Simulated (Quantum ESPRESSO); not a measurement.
## Habitual settings against a tight run: LuB₂Ru₃ (P6/mmm, 6 atoms in the cell)

Self-consistent single point.

```
CELL_PARAMETERS angstrom
      5.54376     0.00000     0.00000
     -2.77188     4.80104     0.00000
      0.00000     0.00000     3.06869
ATOMIC_POSITIONS crystal
  Lu 0.00000 0.00000 0.00000
  B  0.66667 0.33333 0.00000
  B  0.33333 0.66667 0.00000
  Ru 0.50000 0.00000 0.50000
  Ru 0.50000 0.50000 0.50000
  Ru 0.00000 0.50000 0.50000
```

Level of theory: LDA (PZ), SSSP 1.1.2 efficiency (PBE) pseudopotentials (plane waves; Quantum ESPRESSO).

Base settings: ecutwfc = 60 Ry; ecutrho = 480 Ry; occupations = smearing; smearing = gaussian; degauss = 0.0073499 Ry; input_dft = pz; potentials = {Lu: Lu.GGA-PBE-paw-v1.0.UPF, B: b_pbe_v1.4.uspp.F.UPF, Ru: Ru_ONCV_PBE-1.0.oncvpsp.upf}; K_POINTS = automatic 7 7 11 0 0 0; conv_thr = 1e-09 Ry; mixing_beta = 0.4.

Tight run (finer mesh or higher cutoff; not a proven limit): ecutwfc: 60 Ry → 84 Ry; ecutrho: 480 Ry → 672 Ry; conv_thr: 1e-09 Ry → 7.3e-11 Ry; K_POINTS: automatic 7 7 11 0 0 0 → automatic 10 10 15 0 0 0. It gave Fermi level (on the code's own zero) 18.06 eV; pressure -19.72 GPa.

Quick runs, as changes from the base:
- A: the base itself
- B: ecutwfc: 60 Ry → 36 Ry; ecutrho: 480 Ry → 288 Ry; degauss: 0.0073499 Ry → 0.0147 Ry; K_POINTS: automatic 7 7 11 0 0 0 → automatic 3 3 3 0 0 0
- C: ecutwfc: 60 Ry → 42 Ry; ecutrho: 480 Ry → 336 Ry; smearing: gaussian → fermi-dirac; degauss: 0.0073499 Ry → 0.019992 Ry; input_dft: pz → pbesol; K_POINTS: automatic 7 7 11 0 0 0 → automatic 8 8 8 0 0 0 [PBEsol]
- D: ecutwfc: 60 Ry → 42 Ry; ecutrho: 480 Ry → 336 Ry; smearing: gaussian → fermi-dirac; degauss: 0.0073499 Ry → 0.0147 Ry; conv_thr: 1e-09 Ry → 7.3e-05 Ry; K_POINTS: automatic 7 7 11 0 0 0 → automatic 4 4 4 0 0 0
- E: ecutwfc: 60 Ry → 30 Ry; ecutrho: 480 Ry → 240 Ry; K_POINTS: automatic 7 7 11 0 0 0 → automatic 4 4 4 0 0 0
- F: ecutwfc: 60 Ry → 36 Ry; ecutrho: 480 Ry → 288 Ry; degauss: 0.0073499 Ry → 0.0147 Ry; K_POINTS: automatic 7 7 11 0 0 0 → automatic 6 6 6 0 0 0

Energies are extrapolated to zero smearing width, which holds to low order in the width alone (under cold and Methfessel-Paxton smearing the free energy itself is taken).

Dashes: energy of C, another energy zero; pressure of D, not trusted under this conv_thr with d or f elements.

† marks runs with another functional, U, potentials or spin treatment: their distance from the tight run is not a convergence error alone.

The count of work is k-points × plane waves × bands × iterations; it is no time. Core times come from one kind of shared machine and are given to one figure; runs under 30 s give none.

The starting cell comes from a database of computed structures (which also holds hypothetical and non-ambient phases and stackings), without a prior relaxation at this level. Its lattice was rescaled by a random factor within 2.5 % of one. Spin polarisation is off. In the base run, with a pressure of about -20 GPa the cell is away from its equilibrium volume at this level.

```csv
run,energy less tight (meV/atom),pressure less tight (GPa),count of work / tight,core time / tight (rough)
A,-0.1,-0.19,0.26,0.3
B,-30.2,-0.88,0.013,0.05
C†,–,5.21,0.16,0.2
D,9.1,–,0.017,0.04
E,65.0,-5.71,0.019,0.03
F,14.1,-0.56,0.059,0.07
```

Among the runs at the tight run's level, the energy misses run from 0.1 to 65.0 meV/atom.
